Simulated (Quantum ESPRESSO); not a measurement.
Quantum ESPRESSO is run on Nb₂GaC (P6_3/mmc, 8 atoms in the cell), and the run fails. The aim is a self-consistent single point with DFT, PBEsol, plane waves, PseudoDojo standard norm-conserving (PBESOL) pseudopotentials.

Cell that was meant: a = 3.1498 Å, b = 3.1498 Å, c = 13.5970 Å, α = 90.00°, β = 90.00°, γ = 120.00°.

Part of the input:

```fortran
    occupations = 'smearing'
    smearing = 'marzari-vanderbilt'
    degauss = 0.0073499
&ELECTRONS
    conv_thr = 1.0d-10
    mixing_beta = 0.3
/
```

Output (repeated stretches shortened):

```
     This program is part of the open-source Quantum ESPRESSO suite
     for quantum simulation of materials; please cite

 %%%%%%%%%%%%%%%%%%%%%%%%%%%%%%%%%%%%%%%%%%%%%%%%%%%%%%%%%%%%%%%%%%%%%%%%%%%%%%
     Error in routine  read_namelists (1):
      bad line in namelist &system: "&ELECTRONS" (error could be in the previous line)
 %%%%%%%%%%%%%%%%%%%%%%%%%%%%%%%%%%%%%%%%%%%%%%%%%%%%%%%%%%%%%%%%%%%%%%%%%%%%%%

     stopping ...
```

Read the log: what does the program object to, and what is the fix?

The fault is a namelist without its closing slash. The reader runs on into the next namelist. To fix it, close the namelist. The program stopped before any SCF iteration.

The sound input it was made from differs as follows (other fixes are possible):
```diff
+/
```

With that input, the run converged in 19 iterations: free energy E − TS -11262.6398 eV; Fermi level (on the code's own zero) 16.20 eV; pressure -6.35 GPa; largest force (vector length) 0.512 eV/Å (DFT, PBEsol, plane waves, PseudoDojo standard norm-conserving (PBESOL) pseudopotentials).

On the sound input: the starting cell comes from a database of computed structures (which also holds hypothetical and non-ambient phases and stackings), without a prior relaxation at this level. Spin polarisation is off. With a pressure of about -6 GPa the cell is away from its equilibrium volume at this level.
